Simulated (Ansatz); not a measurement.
The reference is TlBr in the CsCl type structure (space group Pm-3m, No. 221).

```
TlBr
1.0
    3.83953     0.00000     0.00000
    0.00000     3.83953     0.00000
    0.00000     0.00000     3.83953
Tl Br
1 1
Direct
  0.00000   0.00000   0.00000
  0.50000   0.50000   0.50000
```

Cartesian axes are those of the cell as printed.

The values are results of LDA, PAW, 420 eV (Ansatz, a first-principles code; scalar-relativistic without spin-orbit coupling), not measurements.

Before the change:

```
Property           Result
---------------  --------
Volume per atom  28.30 Å³
```

Perturbation: biaxial strain +2.08 %, plane normal [111], relaxed out of plane (Cartesian); in-plane vectors clamped, the third vector and the atoms free.

### Question
Predict the new volume per atom.

### Answer
The volume per atom grows by 0.69 Å³ to 28.99 Å³.

Whether these cells are dynamically stable was not tested.
